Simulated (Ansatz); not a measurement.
SrZn₂N₂ (I4/mcm), Ansatz (a quantum-chemistry and plane-wave program) with PBEsol, rigid bands: N_v = 6.46e19 cm⁻³ at 300 K and a hole conductivity mass of 7.27 mₑ along z (a = (-3.26, 3.26, 3.60) Å; b = (3.26, -3.26, 3.60) Å; c = (3.26, 3.26, -3.60) Å).

For 1e17 holes per cm³ at 300 K, place the Fermi level, estimate the Seebeck coefficient of a parabolic band with constant τ, and give mobility and conductivity for τ = 10 fs.

The level lies k_BT ln(N_v/p) = 0.167 eV above the valence-band maximum. S ≈ +(k_B/e)[ln(N_v/p) + 5/2] = 773 μV/K, against 772 μV/K from the full bands (mean over directions). μ = eτ/m = 2.42 cm²/(V·s) and σ = peμ = 0.0388 S/cm. τ is assumed, not computed.

Band transport and this doping are assumed; polarons and phonon drag are left out. Spin-orbit coupling is left out; where it splits the top of the valence band, N_v and the p-type Seebeck coefficient come out somewhat high without it.

Computed structure with no diffraction record at hand here (it may be known, metastable or hypothetical): SrZn2N2 (I4/mcm).
